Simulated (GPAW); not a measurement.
Worked example: self-consistent single point of SrGe2Ir2 (I4/mmm, 5 atoms in the cell) in GPAW.

Method of the run: PBEsol, GPAW PAW datasets PBEsol (made by gpaw-setup) (plane waves; GPAW).

The change in words: lattice scaled by 0.98. Reference geometry:
```xyz
5
Lattice="-2.1021 2.1021 5.4008 2.1021 -2.1021 5.4008 2.1021 2.1021 -5.4008" Properties=species:S:1:pos:R:3 pbc="T T T"
Sr     0.0000     0.0000     0.0000
Ge     0.0000     0.0000     3.9826
Ge     0.0000     0.0000     6.8189
Ir     2.1021     0.0000     2.7004
Ir     0.0000     2.1021     2.7004
```

Reference input (self-consistent single point, DFT PBEsol, plane waves, GPAW PAW datasets PBEsol (made by gpaw-setup)): mode = pw; ecut = 550 eV; xc = PBEsol; kpts = 7 7 7; mesh shift (steps) = 0 0 0; occupations.name = methfessel-paxton; occupations.width = 0.136 eV; occupations.order = 0; nbands = -9; symmetry.symmorphic = false; symmetry.tolerance = 0.0005; maxiter = 150. This run's input differs from it in these lines:

```diff
@@ -5,10 +5,10 @@
 atoms = Atoms(['Sr', 'Ge', 'Ge', 'Ir', 'Ir'],
-              cell=[[-2.102135, 2.102135, 5.400770],
-                    [2.102135, -2.102135, 5.400770],
-                    [2.102135, 2.102135, -5.400770]],
+              cell=[[-2.060092, 2.060092, 5.292755],
+                    [2.060092, -2.060092, 5.292755],
+                    [2.060092, 2.060092, -5.292755]],
               positions=[[0.000000, 0.000000, 0.000000],
-                         [-0.000000, 0.000000, 3.982636],
-                         [-0.000000, 0.000000, 6.818904],
-                         [2.102135, 0.000000, 2.700385],
-                         [0.000000, 2.102135, 2.700385]],
+                         [0.000000, -0.000000, 3.902983],
+                         [0.000000, -0.000000, 6.682527],
+                         [2.060092, 0.000000, 2.646377],
+                         [0.000000, 2.060092, 2.646377]],
               pbc=True)
```

Log, with long lists cut:

```
     iter     time        total  log10-change:
                         energy   eigst   dens
iter:   1 --:--:--   -35.487313
iter:   2 --:--:--   -35.621279   -0.78  -1.36
iter:   3 --:--:--   -35.566356   -1.68  -1.38
iter:   4 --:--:--   -35.592514   -1.84  -1.45
iter:   5 --:--:--   -35.574630   -1.94  -1.81
iter:   6 --:--:--   -35.579115c  -3.12  -2.19
iter:   7 --:--:--   -35.547049   -2.27  -2.19
iter:   8 --:--:--   -35.549809   -2.88  -2.56
iter:   9 --:--:--   -35.542525c  -3.71  -2.56
iter:  10 --:--:--   -35.541749c  -3.84  -2.97
iter:  11 --:--:--   -35.541768c  -5.11  -3.47
iter:  12 --:--:--   -35.541825c  -5.10  -3.48
iter:  13 --:--:--   -35.541823c  -4.71  -3.51
iter:  14 --:--:--   -35.541746c  -5.64  -3.50
iter:  15 --:--:--   -35.541745c  -6.74  -3.95
iter:  16 --:--:--   -35.541744c  -7.04  -4.00
iter:  17 --:--:--   -35.541742c  -6.83  -4.13c
iter:  18 --:--:--   -35.541743c  -6.67  -4.27c
iter:  19 --:--:--   -35.541741c  -6.85  -4.25c
iter:  20 --:--:--   -35.541741c  -7.18  -4.74c
iter:  21 --:--:--   -35.541741c  -8.07c -4.70c
Converged after 21 iterations.

Dipole moment: (0.000000, -0.000000, -0.000007) |e|*Ang

Energy contributions relative to reference atoms: (reference = -1169251.869164)

Kinetic:        +67.299926
Potential:      -55.078064
External:        +0.000000
XC:             -46.892168
Entropy (-ST):   -0.014784
Local:           -0.864043
SIC:             +0.000000
--------------------------
Free energy:    -35.549133
Extrapolated:   -35.541741

Showing only first 2 kpts
 Kpt  Band  Eigenvalues  Occupancy
  0    22      9.62098    2.00000
  0    23      9.62099    2.00000
  0    24     10.80191    0.00000
  0    25     10.89674    0.00000

  1    22      8.85712    2.00000
  1    23      9.39809    2.00000
  1    24     10.66668    0.00008
  1    25     11.24322    0.00000

Fermi level: 10.28744

No gap
   [... lines left out ...]
Energy (eV): -35.541741

Forces in eV/Ang:
  0 Sr    0.00000    0.00000    0.00000
  1 Ge    0.00000   -0.00000    1.02463
  2 Ge    0.00000   -0.00000   -1.02463
  3 Ir    0.00000   -0.00000    0.00000
  4 Ir    0.00000   -0.00000    0.00000

Stress tensor:
    -0.049805    -0.000000    -0.000000
    -0.000000    -0.049805    -0.000000
    -0.000000    -0.000000    -0.039812
Stress (GPa, Voigt): [-7.9796 -7.9796 -6.3786 -0.     -0.     -0.    ]
```

The run converged in 21 iterations. GPAW prints stress with tension positive. Against the reference run the free energy rises by 17.2 meV/atom, the pressure goes from -2.19 to 7.45 GPa and the largest force goes from 0.148 to 1.025 eV/Å.

The starting cell comes from a database of computed structures (which also holds hypothetical and non-ambient phases and stackings), without a prior relaxation at this level. For this run, on top of that: lattice scaled by 0.98. Spin polarisation is off. With a pressure of about 7 GPa the cell is away from its equilibrium volume at this level. Forces in this geometry exceed 1 eV/Å.

Cost on one core of a shared machine: roughly 90 s.
